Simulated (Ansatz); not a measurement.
**Al_B in zinc-blende BAs**

All values below come from PBE, PAW (plane waves to 420 eV; Ansatz, a quantum-chemistry and plane-wave program). Cell and caveats: 64-site cell; 2×2×2 shifted k-points; start: the B site; not converged in cell size.

Neighbours after relaxation, in Å: of the Al atom: As 2.31, As 2.31, As 2.31, As 2.31.

| charge | moment (μB) | largest move off a lattice site (Å) |
|---|---|---|
| 0 | not spin-polarised | 0.23 |
